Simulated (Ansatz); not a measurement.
Partial pair distribution functions of a relaxed model of amorphous Si30N41Al, broadened by 0.06 Å; density 2.96 g/cm³. Calculation: PBE, scalar-relativistic without spin-orbit coupling (plane waves to 420 eV, PAW; Ansatz, a quantum-chemistry and plane-wave program).

Preparation: random packing, a CHGNet melt and quench, and a DFT relaxation. N atoms were pushed apart under 1.9 Å during the dynamics, to hinder bonds among them. The hot cell started wider than the set density and was brought back towards it in steps. It is the lowest in DFT energy of 2 quenches. It is a model cell: composition and starting density were chosen by hand, and all elements were melted together. No dispersion term was used. Its density started from a set value of 2.96 and ended at 2.96 g/cm³. Cooling (nominally 380 K/ps over its main leg) ran many orders faster than in experiment, which tends to leave more defects and strain. One small periodic cell is one sample of the glass; other quenches scatter about these values. The volume was held where the preparation left it and the shape relaxed, at a PBE pressure of 3.9 GPa. Stress components on the final sampling reach 4.1 GPa. On a 2×2×2 Γ-centred mesh force components of up to 0.15 eV/Å stay, since the relaxation ran on the zone centre alone.

```tsv
r (Å)	g Si-N	g N-Al	g Si-Si	g N-N
1.40	0.00	0.00	0.00	0.00
1.50	0.12	0.00	0.00	0.00
1.60	1.70	0.00	0.00	0.00
1.70	8.77	0.23	0.00	0.00
1.80	7.87	5.20	0.00	0.00
1.90	1.74	7.97	0.00	0.00
2.00	0.43	3.26	0.00	0.00
2.10	0.09	0.77	0.00	0.00
2.20	0.00	0.01	0.01	0.00
2.30	0.00	0.00	0.24	0.09
2.40	0.00	0.00	1.18	0.79
2.50	0.00	0.00	1.53	1.15
2.60	0.03	0.00	0.65	1.36
2.70	0.09	0.00	0.70	2.19
2.80	0.22	0.00	1.46	3.16
2.90	0.25	0.00	2.36	3.21
3.00	0.40	0.00	2.62	2.35
3.10	0.42	0.01	2.83	1.87
3.20	0.87	0.58	1.94	1.29
3.30	1.10	2.97	1.10	0.98
3.40	1.11	2.12	0.54	0.40
3.50	1.25	1.10	0.48	0.24
3.60	1.21	0.66	0.49	0.36
3.70	1.60	0.75	0.40	0.43
3.80	1.64	1.24	0.45	0.42
3.90	1.28	1.13	0.57	0.54
4.00	1.29	0.74	0.85	0.57
4.10	1.48	1.76	0.70	0.52
4.20	1.39	1.89	0.88	0.52
4.30	1.27	0.79	0.79	0.91
4.40	1.40	0.72	0.79	1.02
4.50	1.35	1.47	0.82	1.02
```

Within 2.16 Å each Si has 4.07 N neighbours on average.
